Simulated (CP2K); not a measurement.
Input and output of a self-consistent single point for SiO2 (P4_12_12, 12 atoms in the cell) (CP2K).

Computed with PBE, GPW, TZVP-MOLOPT-PBE-GTH basis, GTH-PBE potentials (POTENTIAL_UZH) (CP2K).

```yaml
crystal:
  lattice:
    - [5.08473, 0.00000, 0.00000]
    - [0.00000, 5.08473, 0.00000]
    - [0.00000, 0.00000, 7.08645]
  atoms:
    - { symbol: Si, position: [0.30050, 0.30050, 0.00000] }
    - { symbol: Si, position: [0.19950, 0.80050, 0.25000] }
    - { symbol: Si, position: [0.69950, 0.69950, 0.50000] }
    - { symbol: Si, position: [0.80050, 0.19950, 0.75000] }
    - { symbol: O, position: [0.23920, 0.10370, 0.17860] }
    - { symbol: O, position: [0.39630, 0.73920, 0.42860] }
    - { symbol: O, position: [0.76080, 0.89630, 0.67860] }
    - { symbol: O, position: [0.60370, 0.26080, 0.92860] }
    - { symbol: O, position: [0.73920, 0.39630, 0.57140] }
    - { symbol: O, position: [0.89630, 0.76080, 0.32140] }
    - { symbol: O, position: [0.26080, 0.60370, 0.07140] }
    - { symbol: O, position: [0.10370, 0.23920, 0.82140] }
```

Reference input (self-consistent single point, DFT PBE, GPW, DZVP-MOLOPT-SR-GTH basis, GTH-PBE potentials (GTH_POTENTIALS)): CUTOFF = 450 Ry; REL_CUTOFF = 50 Ry; SMEAR/METHOD = MARZARI_VANDERBILT; SIGMA = 0.05 eV; KPOINTS/SCHEME = MONKHORST-PACK 6 6 4; GAMMA_CENTERED = T; XC_FUNCTIONAL = PBE; Si/BASIS_SET = DZVP-MOLOPT-SR-GTH; Si/POTENTIAL = GTH-PBE-q4; O/BASIS_SET = DZVP-MOLOPT-SR-GTH; O/POTENTIAL = GTH-PBE-q6; METHOD = GPW. This run's input differs from it in these lines:

```diff
@@ -9,4 +9,4 @@
   &DFT
-    BASIS_SET_FILE_NAME BASIS_MOLOPT
-    POTENTIAL_FILE_NAME GTH_POTENTIALS
+    BASIS_SET_FILE_NAME BASIS_MOLOPT_UZH
+    POTENTIAL_FILE_NAME POTENTIAL_UZH
     &QS
@@ -85,3 +85,3 @@
     &KIND Si
-      BASIS_SET DZVP-MOLOPT-SR-GTH
+      BASIS_SET TZVP-MOLOPT-PBE-GTH-q4
       POTENTIAL GTH-PBE-q4
@@ -89,3 +89,3 @@
     &KIND O
-      BASIS_SET DZVP-MOLOPT-SR-GTH
+      BASIS_SET TZVP-MOLOPT-PBE-GTH-q6
       POTENTIAL GTH-PBE-q6
```

Output (repeated stretches shortened):

```
 SCF WAVEFUNCTION OPTIMIZATION

  Step     Update method      Time    Convergence         Total energy    Change
     1 NoMix/Diag. 0.20E+00      -     0.86863845      -144.7216921051 -1.45E+02
     2 Broy./Diag. 0.20E+00      -     0.04168176      -130.0365205295  1.47E+01
     3 Broy./Diag. 0.20E+00      -     0.10808606      -137.9554988987 -7.92E+00
     4 Broy./Diag. 0.20E+00      -     0.00388491      -145.3564516758 -7.40E+00
     5 Broy./Diag. 0.20E+00      -     0.01498050      -143.9236680063  1.43E+00
     6 Broy./Diag. 0.20E+00      -     0.00148048      -144.4631378150 -5.39E-01
   [... 14 lines left out ...]
    21 Broy./Diag. 0.20E+00      -     0.00000050      -144.6497019145  3.72E-06
    22 Broy./Diag. 0.20E+00      -     0.00000017      -144.6497037324 -1.82E-06
    23 Broy./Diag. 0.20E+00      -     0.00000039      -144.6497074093 -3.68E-06
    24 Broy./Diag. 0.20E+00      -     0.00000003      -144.6497081091 -7.00E-07
  *** SCF run converged in    24 steps ***

  Overlap energy of the core charge distribution:               0.00000009400450
  Self energy of the core charge distribution:               -373.36693059293589
  Core Hamiltonian energy:                                    105.25097655263961
  Hartree energy:                                             157.14318054516306
  Exchange-correlation energy:                                -33.67693470798801
  Smearing free energy correction:                              0.00000000000000
  Fermi energy:                                                 0.13671267733547

  Total energy:                                              -144.64970810911672

 ENERGY| Total FORCE_EVAL ( QS ) energy [hartree]           -144.649707177918458

 FORCES| Atomic forces [hartree/bohr]
   [... lines left out ...]

 STRESS| Analytical stress tensor [bar]
 STRESS|                        x                   y                   z
 STRESS|      x       -3.68559849146E+04  -1.44577555696E-02  -9.96643443098E-03
 STRESS|      y       -1.44577555696E-02  -3.68559773479E+04   1.22516976934E-02
 STRESS|      z       -9.96643443098E-03   1.22516976934E-02  -3.99534785217E+04
 STRESS| 1/3 Trace                                            -3.78884802614E+04
```

The run converged in 24 iterations. Against the reference run the pressure goes from -3.13 to -3.79 GPa, the largest force moves little (0.311 to 0.318 eV/Å) and the gap on the mesh goes from 6.428 to 5.337 eV.

The starting cell comes from a database of published, mostly measured structures (it also holds non-ambient and calculated ones), without a prior relaxation at this level. Its lattice was rescaled by a random factor within 2.5 % of one. Values carry the incompleteness of an atom-centred basis.

Cost on one core of a shared machine: roughly 3 min.
